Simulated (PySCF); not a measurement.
PySCF 2.14.0, B3LYP/def2-svp, df: formate (O=C[O-]), charge -1, multiplicity 1, 4 atoms. The geometry is a generated start, not checked to be a minimum at this level.

```yaml
task: energy
method: b3lyp
basis: def2-svp
two_electron_scheme: density fitting
mol.max_memory: 3000 MB
mf.max_cycle: 100
mf.init_guess: minao (default)
mf.DIIS: CDIIS (default)
mf.diis_space: 8 (default)
mf.conv_tol: 1e-09 (default)
mf.grids.level: 3 (default)
basis_functions: 47
grid_points: 52096
```

```xyz
4

O     -1.0066    -0.7385     0.0241
C      0.0081    -0.0411    -0.0005
O      1.2008    -0.3445    -0.0252
H     -0.2023     1.1240     0.0016
```

Charge -1 and multiplicity 1 are set for this test and not shown to be the ground state.

One run each on 2 threads, 1 BLAS thread. Values of level_shift (Hartree) tried: 0 (default), 0.1, 0.3, 1.

Question: Which value of level_shift (Hartree) needs the fewest Fock builds, and what happens away from it?

Answer: Fewest Fock builds, within one of each other: 0 (default) with 12, 0.1 with 12. The count rises to 33 at 1. All converge to one solution.

| level_shift (Hartree) | Fock builds | end |
|---|---|---|
| 0 (default) | 12 | same solution |
| 0.1 | 12 | same solution |
| 0.3 | 14 | same solution |
| 1 | 33 | same solution |
